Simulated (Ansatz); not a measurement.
## A computed series for Pt: pressure series

The parent structure is Pt in the fcc (Cu type) structure (space group Fm-3m, No. 225).

```
Pt
1.0
    0.00000     1.98504     1.98504
    1.98504     0.00000     1.98504
    1.98504     1.98504     0.00000
Pt
1
Direct
  0.00000   0.00000   0.00000
```

Cell and atoms are relaxed at each pressure.

Calculations: PBE (Ansatz, an electronic-structure program), no SOC, earlier PAW set.

Notes on the quantities. enthalpy: H = E + PV relative to the base's energy.

```tsv
variant	volume per atom	enthalpy
base	15.64 Å³	–
pressure −2 GPa	15.77 Å³	-0.20 eV/atom
pressure −1 GPa	15.71 Å³	-0.10 eV/atom
pressure 3 GPa	15.46 Å³	+0.29 eV/atom
pressure 7 GPa	15.24 Å³	+0.67 eV/atom
pressure 15 GPa	14.84 Å³	+1.42 eV/atom
pressure 30 GPa	?	+2.78 eV/atom
pressure 50 GPa	13.62 Å³	+4.52 eV/atom
pressure 75 GPa	13.01 Å³	+6.60 eV/atom
pressure 100 GPa	?	+8.59 eV/atom
```

### Question
Fill in the withheld entries from the trend.

### Answer

- pressure 30 GPa, volume per atom: 14.24 Å³
- pressure 100 GPa, volume per atom: 12.52 Å³

Load acts through the strain it causes; cell and atoms are relaxed under it. No phonon test of stability was made. Competing high-pressure phases were not computed. All final runs are without spin polarisation.
